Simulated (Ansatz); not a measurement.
Consider GaP in the zinc blende structure (space group F-43m, No. 216; a = 5.439 Å). Axes: x, y, z lie along the cube axes.

The values are results of DFT with PBEsol, PAW potentials and a 420 eV plane-wave cutoff in Ansatz (a quantum-chemistry and plane-wave program), no SOC, not measurements.

Before the change:

| Property | Value |
|---|---|
| Smallest direct gap | 1.80 eV |

Modification: a pure shear with ε_xy = ε_yx = 0.0086; the atoms relax in the strained cell.

Q: What happens to the smallest direct gap?

A: The smallest direct gap decreases by 0.08 eV, from 1.80 eV to 1.72 eV.

Q: Estimate the effect on the stress.

A: The stress (xx, yy, zz, yz, xz, xy; compression positive) comes out as (0.01, 0.01, 0.00, 0.00, 0.00, -1.16) GPa.

Q: What does the calculation give for the energy relative to the base after the change?

A: The energy goes up by 1.2 meV/atom.

Whether these cells are dynamically stable was not tested.
